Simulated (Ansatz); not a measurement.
Base system: ZnGeP2 in the chalcopyrite structure (space group I-42d, No. 122; a = 5.4999 Å, c = 10.8447 Å).

Method: plane-wave PAW DFT at the PBE level (Ansatz, an electronic-structure program, 420 eV), no spin-orbit coupling.

For the base:

Pressure: 0.0 kbar

It is then changed as follows: every lattice vector is shortened by 3.00 %; the atoms relax in the strained cell.

### Question
Estimate the effect on the energy relative to the base, pressure and largest internal atomic displacement.

### Answer
The energy increases by 43 meV/atom; the pressure (mean of the normal stresses, compression positive) goes from zero to 83.6 kbar; the largest internal atomic displacement amounts to 0.012 Å.

Whether these cells are dynamically stable was not tested.
